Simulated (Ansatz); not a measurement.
MoSe (model structure, started from the CsCl type, Pm-3m, No. 221, 2 atoms in the cell), treated with r²SCAN (plane waves, PAW; Ansatz, a program for electronic structure).

Run with plane-wave cutoff 560 eV, 18×18×18 k mesh, Fermi–Dirac smearing 0.05 eV, no spin polarisation, scalar-relativistic PAW data made under PBE.

Cell (relaxed at this level):

```yaml
crystal:
  lattice:
    - [3.13478, 0.00000, 0.00000]
    - [0.00000, 3.13478, 0.00000]
    - [0.00000, 0.00000, 3.13478]
  atoms:
    - { symbol: Mo, position: [0.00000, 0.00000, 0.00000] }
    - { symbol: Se, position: [0.50000, 0.50000, 0.50000] }
```

What does this level give for the bulk modulus B0?


- bulk modulus B0: 192 GPa

Note: the run has no spin polarisation, so it can have missed a magnetic state; the bulk modulus is −V dP/dV from two relaxed cells at ±2 % in volume; the relaxation could raise the start's symmetry but not lower it, so the cell can be a saddle point.

Static lattice: no zero-point or thermal effects.

Cost on a shared machine: about 80 core-seconds (a rough figure).

A model structure was made by putting elements into a prototype or built by hand; it is no filed structure, need not be a known phase, and can be a saddle point held by its symmetry.
